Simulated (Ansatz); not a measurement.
CdS, response to strain

Take CdS in the zinc blende structure (space group F-43m, No. 216; a = 5.878 Å) as the base.

Strains are applied to the cell and any free atomic positions relax.

All numbers come from DFT with r2SCAN, PAW potentials and a 500 eV plane-wave cutoff in Ansatz (a program for electronic structure), without spin-orbit coupling.

Notes on the quantities. energy relative to the base: free energy F.

| isotropic strain (%) | energy relative to the base (meV/atom) |
|---|---|
| -3 | 43.3 |
| -2.5 | 29.5 |
| -2 | ? |
| -1.5 | 10.3 |
| -1 | 4.5 |
| -0.5 | 1.1 |
| 0 | 0.0 |

### Question
Fit ΔE = Aε² + Bε³ (ε in %) to the rows shown and predict the withheld row.

### Answer
Least squares on the printed values gives A = 4.32 and B = -0.16 meV/atom (largest residual 0.0 meV/atom); this predicts 18.6 meV/atom, and the run gives 18.6 meV/atom, in agreement.

Stability against distortions was not tested.
